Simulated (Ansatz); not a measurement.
Computed paths: interstitial Cl in beta Ga2O3, charge state -1

Consider interstitial Cl in beta Ga2O3, charge state -1. Computed with PBE, PAW (plane waves to 420 eV; Ansatz, an electronic-structure program).

Settings: 120 host sites, the relaxed PBE lattice, the Γ point alone, smearing 0.01 eV, spin-restricted, no image-charge correction. Energies are static. The charge state is imposed; whether it is stable for some Fermi level was not computed. Sites that were not tried may lie lower.

Barriers: single points on a 2×2×2 k-point mesh shifted by half a step at the bands' geometries.

```csv
Route,Start site over the lowest site run (eV),Hop (Å),Forward barrier (eV),Backward barrier (eV),Neighbours at the start,Neighbours at the saddle,Saddle order,"Forward, on the band's own sampling (eV)"
"a concerted move, in which Cl travels most",0.00,1.73,0.17,0.17,"Ga at 2.40, 2 Ga at 2.46, 2 Ga at 2.77, Ga at 2.79; O at 2.39, 2 O at 2.56, 2 O at 2.69, O at 2.90, O at 3.00 Å","2 Ga at 2.34, Ga at 2.65, Ga at 2.66; 2 O at 2.49, 2 O at 2.71, O at 2.79, O at 2.79 Å","not checked, on a symmetry element",0.13
```

Paths come from nudged elastic bands with a climbing image.  A band can be held on a symmetry element, so unchecked saddle points there may be too high. A further band (a concerted move, in which Cl travels most, 3.07 Å) gave 0.13 eV forward on its own sampling, 0.13 eV above the lowest site run, but a shoulder points to a second hump between its images, so it is not taken as a result.
